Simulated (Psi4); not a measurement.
Psi4 1.11, B3LYP/def2-svp: Ge(F)2(Cl)2 ([F][Ge]([F])([Cl])[Cl]), 5 atoms. The geometry is a generated start, not checked to be a minimum at this level.

task: gradient
method: b3lyp
basis: def2-svp
memory: 7 GB
scf_type: df (default)
guess: auto, which took SAD (default)
diis_max_vecs: 10 (default)
scf_initial_accelerator: adiis (default)
e_convergence: 1e-08 (default)
d_convergence: 1e-08 (default)
basis functions (reference run): 96
grid points (reference run): 906816

```xyz
5

F     -0.1128    -1.2133    -1.2147
Ge     0.0072     0.0400    -0.0007
F     -0.1981    -0.9458     1.4239
Cl    -1.6273     1.3023    -0.1861
Cl     1.9309     0.8168    -0.0224
```

Differences are taken against the run with dft_radial_points = 200, dft_spherical_points = 974, dft_pruning_scheme = none (default); no run here is proven converged. Single runs; times are not shown.

Settings tried, all else as in the reference:
- dft_radial_points = 35, dft_spherical_points = 110
- dft_radial_points = 25, dft_spherical_points = 50
- dft_radial_points = 150, dft_spherical_points = 770
- dft_radial_points = 99, dft_spherical_points = 590, dft_pruning_scheme = treutler
- dft_radial_points = 75 (default), dft_spherical_points = 302 (default), dft_pruning_scheme = robust
- dft_radial_points = 75 (default), dft_spherical_points = 302 (default)
- dft_radial_points = 99, dft_spherical_points = 590, dft_pruning_scheme = robust
- dft_radial_points = 50, dft_spherical_points = 194
- dft_radial_points = 99, dft_spherical_points = 590
- dft_radial_points = 75 (default), dft_spherical_points = 302 (default), dft_pruning_scheme = treutler
- dft_radial_points = 75 (default), dft_spherical_points = 434

Problem. Sort the settings: which keep to the reference within 1.0 meV/atom in energy, 10 meV/Å in forces (largest component), and which don't?

Solution. Within it: dft_radial_points = 150, dft_spherical_points = 770; dft_radial_points = 99, dft_spherical_points = 590; dft_radial_points = 99, dft_spherical_points = 590, dft_pruning_scheme = robust. At the edge (between 0.75 and 1.33 times the tolerance): dft_radial_points = 75 (default), dft_spherical_points = 434. Outside: dft_radial_points = 75 (default), dft_spherical_points = 302 (default), dft_pruning_scheme = robust; dft_radial_points = 75 (default), dft_spherical_points = 302 (default); dft_radial_points = 50, dft_spherical_points = 194; dft_radial_points = 75 (default), dft_spherical_points = 302 (default), dft_pruning_scheme = treutler; dft_radial_points = 99, dft_spherical_points = 590, dft_pruning_scheme = treutler; dft_radial_points = 35, dft_spherical_points = 110; dft_radial_points = 25, dft_spherical_points = 50.

| setting | grid points | energy against the reference | difference in forces (largest component) |
|---|---|---|---|
| the reference | 906816 | — | — |
| dft_radial_points = 150, dft_spherical_points = 770 | 538357 | under 0.001 meV/atom | 2.0 meV/Å |
| dft_radial_points = 99, dft_spherical_points = 590 | 274788 | −0.031 meV/atom | 3.1 meV/Å |
| dft_radial_points = 99, dft_spherical_points = 590, dft_pruning_scheme = robust | 190602 | −0.031 meV/atom | 3.1 meV/Å |
| dft_radial_points = 75 (default), dft_spherical_points = 434 | 152797 | +0.13 meV/atom | 12 meV/Å |
| dft_radial_points = 75 (default), dft_spherical_points = 302 (default), dft_pruning_scheme = robust | 72709 | +0.29 meV/atom | 16 meV/Å |
| dft_radial_points = 75 (default), dft_spherical_points = 302 (default) | 106611 | +0.28 meV/atom | 16 meV/Å |
| dft_radial_points = 50, dft_spherical_points = 194 | 46316 | −0.57 meV/atom | 31 meV/Å |
| dft_radial_points = 75 (default), dft_spherical_points = 302 (default), dft_pruning_scheme = treutler | 58189 | −8.7 meV/atom | 250 meV/Å |
| dft_radial_points = 99, dft_spherical_points = 590, dft_pruning_scheme = treutler | 141522 | −8.6 meV/atom | 250 meV/Å |
| dft_radial_points = 35, dft_spherical_points = 110 | 18447 | −110 meV/atom | 280 meV/Å |
| dft_radial_points = 25, dft_spherical_points = 50 | 6006 | +1000 meV/atom | 670 meV/Å |

Total energies are compared; such shifts often cancel in part in energy differences. The gradients leave out the derivatives of the grid weights. The tolerance is a choice made for this comparison.
